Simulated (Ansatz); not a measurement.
The starting structures come from a database of crystals and need not be the phases stable at ambient conditions.

 Where the default PAW files enter, the runs use the earlier of Ansatz's two default sets.

The decay constant κ of evanescent states in the gap governs leakage through a thin film.

Consider the following.

```yaml
crystal:
  lattice:
    - [4.77581, 0.00000, 0.00000]
    - [0.00000, 7.80023, 0.00000]
    - [0.00000, 0.00000, 4.77581]
  atoms:
    - { symbol: Ba, position: [0.00000, 0.17310, 0.50000] }
    - { symbol: Ba, position: [0.50000, 0.82690, 0.00000] }
    - { symbol: H, position: [0.50000, 0.00000, 0.50000] }
    - { symbol: H, position: [0.00000, 0.00000, 0.00000] }
    - { symbol: I, position: [0.50000, 0.34043, 0.00000] }
    - { symbol: I, position: [0.00000, 0.65957, 0.50000] }
```

Space group of this cell: P4/nmm. The cell is taken as given.

Transport runs along the normal of the first two printed cell vectors, the (100) plane of the conventional cell.

The gap is the functional's own. No spin-orbit coupling. Mid-gap values are interpolated on the energy grid.

**Question.** Estimate the band gap and the smallest decay constant κ at mid-gap that r2SCAN (Ansatz, a first-principles code) returns for this system.

**Answer.** Gap 3.22 eV on a 6×4×6 mesh; κ = 0.351 1/Å, at (0.000, 0.500) of the in-plane reciprocal vectors. At the zone centre, at the nearest computed energy, the slowest state has κ = 0.39 1/Å.
